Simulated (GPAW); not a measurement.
## Worked example: self-consistent single point of CoAl (Pm-3m, 2 atoms in the cell) in GPAW

Level of theory: PBEsol, LCAO dzp, GPAW PAW datasets PBEsol (made by gpaw-setup) (GPAW).

This input was run:

```python
from ase import Atoms
from gpaw import GPAW

atoms = Atoms(['Al', 'Co'],
              cell=[[2.901756, 0.000000, 0.000000],
                    [0.000000, 2.901756, 0.000000],
                    [0.000000, 0.000000, 2.901756]],
              scaled_positions=[[0.500000, 0.500000, 0.500000],
                                [0.000000, 0.000000, 0.000000]],
              pbc=True)

calc = GPAW(mode='lcao',
            h=0.18,
            basis='dzp',
            xc='PBEsol',
            kpts=(9, 9, 9),
            occupations={'name': 'methfessel-paxton', 'width': 0.05, 'order': 1},
            convergence={'forces': 0.001},
            symmetry={'symmorphic': False, 'tolerance': 0.0005},
            maxiter=100)

atoms.calc = calc

energy = atoms.get_potential_energy()
print('Energy (eV):', round(energy, 6))
forces = atoms.get_forces()
print('Forces (eV/Ang):')
print(forces.round(5))
```

Output (repeated stretches shortened):

```
Input parameters:
  basis: dzp
  convergence: {forces: 0.001}
  h: 0.18
  kpts: [9 9 9]
  maxiter: 100
  mode: lcao
  occupations: {name: methfessel-paxton,
                order: 1,
                width: 0.05}
  symmetry: {symmorphic: False,
             tolerance: 0.0005}
  xc: PBEsol

species:
  Al:
    name: Aluminium
    Z: 13.0
    valence: 3
    core: 10
    charge: 0.0
    file: Al.PBEsol.gz

    # LCAO basis set for Al:
    #   Name: dzp
    #   File: Al.dzp.basis.gz
    #   Number of radial functions: 5
    #   Number of spherical harmonics: 13
    #     l=0, rc=7.8750 Bohr: 3s-sz confined orbital
    #     l=1, rc=10.4219 Bohr: 3p-sz confined orbital
    #     l=0, rc=4.6094 Bohr: 3s-dz split-valence wave
    #     l=1, rc=6.2812 Bohr: 3p-dz split-valence wave
    #     l=2, rc=10.4219 Bohr: d-type Gaussian polarization
    #   Number of RI-basis functions 0

  Co:
    name: Cobalt
    Z: 27.0
    valence: 9
    core: 18
    charge: 0.0
    file: Co.PBEsol.gz

    # LCAO basis set for Co:
    #   Name: dzp
    #   File: Co.dzp.basis.gz
    #   Number of radial functions: 5
    #   Number of spherical harmonics: 15
    #     l=0, rc=8.5156 Bohr: 4s-sz confined orbital
    #     l=2, rc=4.9375 Bohr: 3d-sz confined orbital
    #     l=0, rc=5.0625 Bohr: 4s-dz split-valence wave
    #     l=2, rc=2.9375 Bohr: 3d-dz split-valence wave
    #     l=1, rc=8.5156 Bohr: p-type Gaussian polarization
    #   Number of RI-basis functions 0

Reference energy: -44458.988219  # eV

Spin-paired calculation

Convergence criteria:
 Maximum [total energy] change in last 3 cyles: 0.0005 eV / valence electron
 Maximum integral of absolute [dens]ity change: 0.0001 electrons / valence electron
 Maximum integral of absolute [eigenst]ate change: 4e-08 eV^2 / valence electron
 Maximum change in the atomic [forces] across last 2 cycles: 0.001 eV/Ang OR
Maximum error relative to the maximum force is below inf
 Maximum number of scf [iter]ations: 100

Symmetries present (total): 48
Symmetries with fractional translations: 0
729 k-points: 9 x 9 x 9 Monkhorst-Pack grid
35 k-points in the irreducible part of the Brillouin zone
       k-points in crystal coordinates                weights
   0:     0.00000000    0.00000000    0.00000000          1/729
   1:     0.11111111    0.00000000    0.00000000          6/729
   2:     0.11111111    0.11111111    0.00000000         12/729
   [... 7 lines left out ...]
          ...
  34:     0.44444444    0.44444444    0.44444444          8/729

Wave functions: LCAO
  Diagonalizer: Serial LAPACK
  Atomic Correction: dense with blas
  Data-type: complex

Occupation numbers: Methfessel-Paxton:
  width: 0.0500  # eV
  order: 1

Eigensolver
   LCAO using direct dense diagonalizer

Densities:
  Coarse grid: 16*16*16 grid
  Fine grid: 32*32*32 grid
  Total Charge: 0.000000

Density mixing:
  Method: separate
  Backend: pulay
  Linear mixing parameter: 0.05
  old densities: 5
  Damping of long wavelength oscillations: 50

Hamiltonian:
  XC and Coulomb potentials evaluated on a 32*32*32 grid
  Interpolation: tri-quintic (5. degree polynomial)
  Poisson solver: FastPoissonSolver using
    Stencil: 6*3+1=19 point O(h^6) finite-difference Laplacian
    FFT axes: [np.int64(0), np.int64(1), np.int64(2)]
    FST axes: []

XC parameters: PBEsol with 2 nearest neighbor stencil

Number of atoms: 2
Number of atomic orbitals: 28
Number of bands in calculation: 12
Number of valence electrons: 12
Bands to converge: occupied

Density initialized from atomic densities
Positions:
   0 Al     1.450878    1.450878    1.450878    ( 0.0000,  0.0000,  0.0000)
   1 Co     0.000000    0.000000    0.000000    ( 0.0000,  0.0000,  0.0000)

Unit cell:
           periodic     x           y           z      points  spacing
  1. axis:    yes    2.901756    0.000000    0.000000    16     0.1814
  2. axis:    yes    0.000000    2.901756    0.000000    16     0.1814
  3. axis:    yes    0.000000    0.000000    2.901756    16     0.1814

  Lengths:   2.901756   2.901756   2.901756
  Angles:   90.000000  90.000000  90.000000

Effective grid spacing dv^(1/3) = 0.1814

     iter     time        total  log10-change:
                         energy   eigst   dens  force
iter:   1 --:--:--   -13.977019        c
iter:   2 --:--:--   -13.871143        c -1.29
iter:   3 --:--:--   -13.795496        c -1.33
iter:   4 --:--:--   -13.766567        c -1.37
iter:   5 --:--:--   -13.767116        c -2.17
iter:   6 --:--:--   -13.763939c       c -2.11
iter:   7 --:--:--   -13.763916c       c -3.11
iter:   8 --:--:--   -13.763899c       c -3.33
iter:   9 --:--:--   -13.763899c       c -4.34c
iter:  10 --:--:--   -13.763899c       c -5.65c -28.53c

Converged after 10 iterations.

Dipole moment: (-0.724563, -0.724563, -0.724563) |e|*Ang

Energy contributions relative to reference atoms: (reference = -44458.988219)

Kinetic:        +18.745570
Potential:      -14.098639
External:        +0.000000
XC:             -18.461241
Entropy (-ST):   -0.000195
Local:           +0.050542
SIC:             +0.000000
--------------------------
Free energy:    -13.763964
Extrapolated:   -13.763899

Showing only first 2 kpts
 Kpt  Band  Eigenvalues  Occupancy
  0     4      8.74823    2.00000
  0     5      8.74823    2.00000
  0     6     15.30006    0.00000
  0     7     15.30006    0.00000

  1     4      8.63293    2.00000
  1     5      8.76129    2.00000
  1     6     13.57554    0.00000
  1     7     15.60900    0.00000

Fermi level: 9.44609

No gap
No difference between direct/indirect transitions
Energy (eV): -13.763899

Forces in eV/Ang:
  0 Al   -0.00000   -0.00000   -0.00000
  1 Co    0.00000    0.00000    0.00000
```

The run converged in 10 iterations.

The starting cell has typed, rounded lattice constants, without a prior relaxation at this level. Its lattice was rescaled by a random factor within 2.5 % of one. Spin polarisation is off. Values carry the incompleteness of an atom-centred basis.

Cost on one core of a shared machine: roughly 10 min.
